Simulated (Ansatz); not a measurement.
System: fluorite PbF2 (high-temperature phase). Method: HSE06 (PAW; Ansatz, an electronic-structure program).

Settings: plane-wave cutoff 460 eV, 8×8×8 k mesh, Fermi–Dirac smearing 0.01 eV, scalar-relativistic PAW data made under PBE.

Equation-of-state points:

| V (Å³/atom) | E − E_lowest (meV/atom) |
|---|---|
| 16.694 | 10.86 |
| 17.134 | 2.56 |
| 17.650 | 0.00 |
| 18.012 | 2.22 |
| 18.452 | 8.75 |

Question: What bulk modulus B0 and pressure derivative B′ does a third-order Birch–Murnaghan fit give?

Answer: V0 = 17.578 Å³/atom, B0 = 71.4 GPa, B′ = 4.7 (fit to the energies at full precision).

Measured, for comparison: bulk modulus 64 GPa, equilibrium volume per atom 17.46 Å³/atom (temperature not stated, no zero-point or thermal correction; as tabulated in Cadelano and Cappellini (2011), arXiv:1107.5962). Computed (rounded) less measured: bulk modulus +12 %, equilibrium volume per atom +0.7 %.

Spin–orbit coupling is not included; it can shift volumes and moduli of such heavy elements.

Static lattice: no zero-point or thermal effects.

It cost roughly 11 core-minutes of CPU time.
